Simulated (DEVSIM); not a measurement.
Device: illuminated GaAs p-on-n cell, one wavelength, at 300 K.

| layer (left to right) | material | thickness (μm) | Nd (cm⁻³) | Na (cm⁻³) | τn (s) | τp (s) | absorption coefficient (cm⁻¹) |
|---|---|---|---|---|---|---|---|
| 1 | GaAs | 0.0560 | - | 5.3e17 | 1.6e-10 | 7.1e-10 | 28000 |
| 2 | GaAs | 3.70 | 1.6e15 | - | 9.7e-9 | 9.7e-9 | 28000 |

Left contact: ohmic, minority electron recombination velocity 1e5 cm/s. Right contact: ohmic, minority hole recombination velocity 10000 cm/s. Voltage is applied to the left contact. Recombination: SRH at mid-gap, radiative, Auger. Light enters at the left, 4.1e17 photons cm⁻² s⁻¹, one pass, no reflection. Mobility is constant in doping.

Constants are typed, rounded textbook-type inputs, not results; the design itself was drawn at random and stands for no fabricated device. Values at 300 K.

```
parameter        GaAs
-------------  ------
gap (eV)        1.424
affinity (eV)    4.07
permittivity     12.9
Nc (cm⁻³)      4.7e17
Nv (cm⁻³)        9e18
μn (cm²/Vs)      8500
μp (cm²/Vs)       400
B (cm³/s)       2e-10
Cn (cm⁶/s)      1e-30
Cp (cm⁶/s)      1e-30
```

Simulated with DEVSIM: 1D drift-diffusion, Boltzmann statistics, complete ionisation; no tunnelling, impact ionisation, image-force lowering or self-heating.

Problem. Tabulate band edges, carrier densities and field at 1.05 V on the left contact, in the dark.

Solution. Energies count from the Fermi level of the right contact; mesh points crowd at the junctions.

| x (μm) | Ec (eV) | Ev (eV) | n (cm⁻³) | p (cm⁻³) | field (V/cm) |
|---|---|---|---|---|---|
| 0.000 | 0.301 | -1.123 | 4.1e12 | 5.3e17 | ≈ 0 |
| 0.01230 | 0.301 | -1.123 | 4.1e12 | 5.3e17 | -34 |
| 0.02417 | 0.301 | -1.123 | 4.1e12 | 5.3e17 | -250 |
| 0.03682 | 0.300 | -1.124 | 4.3e12 | 5.1e17 | -2100 |
| 0.05355 | 0.282 | -1.142 | 8.5e12 | 2.6e17 | -28000 |
| 0.06663 | 0.244 | -1.180 | 3.7e13 | 5.9e16 | -21000 |
| 0.08612 | 0.213 | -1.210 | 1.2e14 | 1.8e16 | -12000 |
| 0.1354 | 0.175 | -1.249 | 5.4e14 | 4.1e15 | -5200 |
| 0.1999 | 0.153 | -1.271 | 1.3e15 | 1.7e15 | -2200 |
| 0.2937 | 0.141 | -1.283 | 2.0e15 | 1.1e15 | -650 |
| 0.4565 | 0.136 | -1.288 | 2.4e15 | 8.6e14 | -60 |
| 0.8409 | 0.136 | -1.288 | 2.4e15 | 7.8e14 | 16 |
| 1.344 | 0.137 | -1.287 | 2.3e15 | 7.1e14 | 15 |
| 2.051 | 0.138 | -1.286 | 2.2e15 | 6.2e14 | 13 |
| 2.873 | 0.139 | -1.285 | 2.1e15 | 5.5e14 | 10 |
| 3.220 | 0.140 | -1.284 | 2.1e15 | 5.2e14 | 11 |
| 3.421 | 0.140 | -1.284 | 2.1e15 | 5.1e14 | 24 |
| 3.559 | 0.141 | -1.284 | 2.0e15 | 5.1e14 | 89 |
| 3.664 | 0.142 | -1.282 | 1.9e15 | 5.4e14 | 290 |
| 3.709 | 0.144 | -1.280 | 1.8e15 | 5.8e14 | 470 |
| 3.734 | 0.145 | -1.279 | 1.7e15 | 6.1e14 | 630 |
| 3.756 | 0.147 | -1.277 | 1.6e15 | 6.4e14 | 800 |
